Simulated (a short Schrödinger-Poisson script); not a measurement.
Structure: gated Al0.25Ga0.75As/GaAs δ-doped gas, at 300 K.

```
layer        material  thickness (nm)  Na (cm⁻³)
-----  --------------  --------------  ---------
1      Al0.25Ga0.75As              10          -
2      Al0.25Ga0.75As               2          -
3                GaAs            6000       5e14
```

The device is made up for the run: typed textbook-type constants, with dimensions and the other settings drawn at random. Al0.25Ga0.75As: permittivity 12.19, conduction-band edge (eV) 0.198, gap (eV) 1.736, electron mass (mₑ) 0.0878, Nv at 300 K (cm⁻³) 9e18. GaAs: permittivity 12.9, conduction-band edge (eV) 0, gap (eV) 1.424, Nv at 300 K (cm⁻³) 9e18.

Channel valleys (confinement mass, in-plane density-of-states mass, number): Γ 0.067, 0.067, 1. At the gate the conduction-band edge of layer 1 lies 0.95 eV − eVg above the Fermi level of the channel; the field vanishes at the back. Sheet of ionised δ-doping: +2.5e12 e/cm² at 10 nm from the gate. The barrier under the gate holds no holes. Gaps are held at their typed values at every temperature. Mesh 0.08 nm at interfaces.

Solved with a short Schrödinger-Poisson script written for these runs: 1D Poisson equation in equilibrium, electrons quantum, Hartree (BenDaniel-Duke, 40 states a valley, the channel's in-plane mass for all, wave functions free to enter the barrier), parabolic valleys, classical holes, full ionisation, no traps, pinning or gate leakage.

The same stack at other levels of the model or other numerical settings:

| run | sheet density of all electrons at Vg = 0.5 V (cm⁻²) | capacitance at Vg = 0.5 V (μF/cm²) | centroid of the channel electrons at Vg = 0.5 V (nm) | gate voltage at 1e11 electrons/cm² (V) | rough cost against the base |
|---|---|---|---|---|---|
| base | 4.22e11 | 0.509 | 13.31 | 0.38 | about 1 |
| electrons treated as classical, Boltzmann | 4.81e11 | 0.590 | 10.24 | 0.37 | 0.04 |
| electrons treated as classical, Fermi-Dirac | 4.55e11 | 0.534 | [?] | 0.37 | 0.2 |
| electrons treated as quantum, Hartree plus LDA exchange-correlation | [?] | 0.529 | [?] | 0.37 | about 1 |
| mesh six times as coarse | 4.22e11 | 0.509 | 13.47 | 0.38 | 0.3 |
| one subband a valley | 3.75e11 | 0.504 | 7.21 | 0.39 | 0.3 |

Task: What belongs in the gaps?

Result: 
- electrons treated as quantum, Hartree plus LDA exchange-correlation, sheet density of all electrons at Vg = 0.5 V (cm⁻²): 4.45e11
- electrons treated as classical, Fermi-Dirac, centroid of the channel electrons at Vg = 0.5 V (nm): 11.30
- electrons treated as quantum, Hartree plus LDA exchange-correlation, centroid of the channel electrons at Vg = 0.5 V (nm): 12.61

The classical rows ignore confinement, and Boltzmann statistics overrate the density once the band edge passes the Fermi level.
